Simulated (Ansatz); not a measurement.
Consider HgTe in the zinc blende structure (space group F-43m, No. 216; a = 6.435 Å).

Calculations: DFT with LDA, PAW potentials and a 420 eV plane-wave cutoff in Ansatz (a program for electronic structure), without spin-orbit coupling.

Base values:

The pressure is 0.0 GPa.

Now apply this change: the cell is scaled by 0.9850 in all directions; the atoms relax in the strained cell.

How does this affect the energy relative to the base and pressure?

The energy rises by 11 meV/atom; the pressure goes from zero to 2.4 GPa.

A case with no gap was solved on a k-mesh chosen for an insulator, which is coarse for it. Stability against distortions was not tested. All final runs are without spin polarisation.
